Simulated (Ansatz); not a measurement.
# BeS, response to strain

The reference is BeS in the zinc blende structure (space group F-43m, No. 216; a = 4.869 Å). Axes: x, y, z lie along the cube axes.

Strains are applied to the cell and any free atomic positions relax; under biaxial strain the out-of-plane vector relaxes too.

Method: Ansatz (a program for electronic structure) r2SCAN, spin-orbit coupling left out.

Notes on the quantities. energy relative to the base: free energy F.

| case | band gap | out-of-plane strain | energy relative to the base |
|---|---|---|---|
| base | 3.59 eV | – | 0 meV/atom |
| biaxial strain +0.42 %, plane normal [111], relaxed out of plane | 3.58 eV | -0.16 % | +0.4 meV/atom |
| biaxial strain +0.83 %, plane normal [111], relaxed out of plane | 3.56 eV | -0.30 % | +1.5 meV/atom |
| biaxial strain +1.25 %, plane normal [111], relaxed out of plane | 3.55 eV | -0.45 % | +3.3 meV/atom |
| biaxial strain +1.67 %, plane normal [111], relaxed out of plane | 3.54 eV | -0.60 % | +5.8 meV/atom |
| biaxial strain +2.08 %, plane normal [111], relaxed out of plane | 3.53 eV | -0.75 % | +8.9 meV/atom |
| biaxial strain +2.50 %, plane normal [111], relaxed out of plane | 3.52 eV | -0.89 % | +13 meV/atom |

Whether these cells are dynamically stable was not tested.
